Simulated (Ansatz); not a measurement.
Results of r²SCAN in Ansatz (plane waves, PAW) for BN (model structure, started from the BeO type, P4₂/mnm, No. 136, 8 atoms in the cell).

Numerical settings: plane-wave cutoff 560 eV, 8×8×14 k mesh (along the axes of the cell as run), Fermi–Dirac smearing 0.01 eV, scalar-relativistic PAW data made under PBE.

Cell (relaxed with PBEsol):

```
CELL_PARAMETERS angstrom
      4.39880     0.00000     0.00000
      0.00000     4.39880     0.00000
      0.00000     0.00000     2.53858
ATOMIC_POSITIONS crystal
  B  0.32590 0.67410 0.00000
  B  0.67410 0.32590 0.00000
  B  0.82590 0.82590 0.50000
  B  0.17410 0.17410 0.50000
  N  0.31240 0.31240 0.00000
  N  0.68760 0.68760 0.00000
  N  0.18760 0.81240 0.50000
  N  0.81240 0.18760 0.50000
```

**Question.** What does this level give for the band gap, smallest direct gap on the k points sampled and direct gap at Γ?

**Answer.** 
band gap: 5.31 eV (indirect)
smallest direct gap on the k points sampled: 6.48 eV
direct gap at Γ: 7.72 eV

Note: the relaxation could raise the start's symmetry but not lower it, so the cell can be a saddle point; cell and atoms aren't relaxed at this level (pressure 0.7 GPa).

Computed values are for the static lattice.

Computing time: roughly 15 core-seconds.

A model structure was made by putting elements into a prototype or built by hand; it is no filed structure, need not be a known phase, and can be a saddle point held by its symmetry.

Ansatz is a first-principles code.
